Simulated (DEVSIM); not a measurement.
System: Schottky contact on p-type Si, at 300 K.

Layer 1 from the left is Si, thickness (μm) 1.50, Na (cm⁻³) 3.6e15, τn (s) 4.3e-7, τp (s) 4.3e-7. Layer 2 from the left is Si, thickness (μm) 5.60, Na (cm⁻³) 5.2e17, τn (s) 4.3e-7, τp (s) 4.3e-7.

Left contact: Schottky, work function 4.324 eV, emission velocity 8.1e6 cm/s. Right contact: ohmic. Voltage is applied to the left contact. Recombination: SRH at mid-gap, radiative. Gap narrowing is on: ΔEg = 6.92 meV × (l + √(l² + 0.5)), l = ln(N/1.3e17 cm⁻³), shared equally by both band edges. Mobility is μmin + (μ − μmin)/(1 + (N/Nref)^α).

This is a model device: material constants are rounded textbook-type values typed into the input, and sizes, dopings and lifetimes were drawn at random. Values at 300 K.

Si: gap (eV) 1.124, affinity (eV) 4.05, permittivity 11.7, Nc (cm⁻³) 2.86e19, Nv (cm⁻³) 3.1e19, μn (cm²/Vs) 1417, μp (cm²/Vs) 470, μn,min 52, μp,min 45, Nref,n 9.7e16, Nref,p 2.2e17, αn 0.68, αp 0.72, B (cm³/s) 4.7e-15.

Model (solved in DEVSIM): 1D drift-diffusion, Boltzmann statistics, complete ionisation; no tunnelling, impact ionisation, image-force lowering or self-heating. Metal contacts follow the ideal Schottky-Mott rule: no Fermi-level pinning, no interface dipoles.

Dark forward current:

| |V| (V) | |J| (A/cm²) |
|---|---|
| 0.05 | 7.377e-7 |
| 0.10 | 5.640e-6 |
| 0.15 | 3.848e-5 |
| 0.20 | 0.0002583 |
| 0.25 | 0.001723 |
| 0.30 | 0.01140 |
| 0.35 | 0.07442 |
| 0.40 | 0.4733 |
| 0.45 | 2.800 |
| 0.50 | 13.39 |
| 0.55 | 42.73 |
| 0.60 | 93.46 |
| 0.65 | 167.8 |
| 0.70 | 290.8 |
| 0.75 | 519.2 |
| 0.80 | 913.7 |
| 0.85 | 1490 |
| 0.90 | 2196 |

Question: Work out the local ideality factor n = ΔV / (kT/q · ln(J2/J1)) between the rows 0.15 and 0.20 V, 0.85 and 0.90 V.

Answer: kT/q = 25.85 mV. From 0.15 to 0.20 V: ln(0.0002583/3.848e-5) = 1.904, n = 1.02, near the 1 of diffusion or emission over a barrier. From 0.85 to 0.90 V: ln(2196/1490) = 0.388, n = 4.99.

Question: Estimate the current at 0.25 V for emission alone, J0 = q v N_band exp(−φB/kT), and read the barrier back from the simulated current.

Answer: φB = 0.850 eV, N_band = 3.10e19 cm⁻³, J0 = 2.11e-7 A/cm²; J = J0 (exp(qV/kT) − 1) = 0.00334 A/cm². The simulation gives 0.00172 A/cm²; the estimate lies 94 % above. Read backwards, the simulated current gives an apparent barrier of 0.867 eV. The estimate leaves out transport through the depletion region and minority injection.
